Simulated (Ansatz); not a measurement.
Take HfSi2 in the fluorite structure (space group Fm-3m, No. 225; a = 6.183 Å; a hypothetical phase, not in the database extracts checked) as the base.

Calculations: PBEsol (Ansatz, a first-principles code, PAW, no spin-orbit coupling).

Base values:

```
Item                  Result
-------------------  -------
Lattice parameter a  6.183 Å
Band gap                zero
```

It is then changed as follows: every Hf is replaced by Be; the structure is relaxed again.

Tabulated Pauling electronegativity and covalent radius: Hf 1.30, 1.75 Å; Be 1.57, 0.96 Å.

Q: What does the calculation give for the lattice parameter a after the change?

A: The lattice parameter a falls by 0.783 Å, from 6.183 Å to 5.400 Å.

Q: Predict the new band gap.

A: The band gap stays zero.

Whether these cells are dynamically stable was not tested. As relaxed here, BeSi2 is a hypothetical phase, not in the database extracts checked. The final runs are not spin-polarised. HfSi2 has a high density of states at the Fermi level and may be magnetic at this level.
